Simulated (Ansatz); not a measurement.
Pressure series in HfN

Base system: HfN in the rock salt structure (space group Fm-3m, No. 225; a = 4.525 Å).

Cell and atoms are relaxed at each pressure.

Method: r2SCAN/PAW in Ansatz (an electronic-structure program), scalar-relativistic without spin-orbit coupling.

Notes on the quantities. enthalpy: H = E + PV relative to the base's energy.

| change | enthalpy | density |
|---|---|---|
| base | – | 13.80 g/cm³ |
| pressure −2 GPa | -0.15 eV/atom | 13.70 g/cm³ |
| pressure −1 GPa | -0.07 eV/atom | 13.75 g/cm³ |
| pressure 0.9 GPa | +0.06 eV/atom | 13.84 g/cm³ |
| pressure 2.1 GPa | +0.15 eV/atom | 13.90 g/cm³ |
| pressure 4.5 GPa | +0.32 eV/atom | 14.01 g/cm³ |
| pressure 9 GPa | +0.64 eV/atom | 14.22 g/cm³ |
| pressure 15 GPa | +1.06 eV/atom | 14.48 g/cm³ |
| pressure 22.5 GPa | +1.57 eV/atom | 14.78 g/cm³ |
| pressure 30 GPa | +2.07 eV/atom | 15.07 g/cm³ |

Load acts through the strain it causes; cell and atoms are relaxed under it. Stability against distortions was not tested. No other phases were tried under pressure. All final runs are without spin polarisation. An odd electron count without spin: HfN.
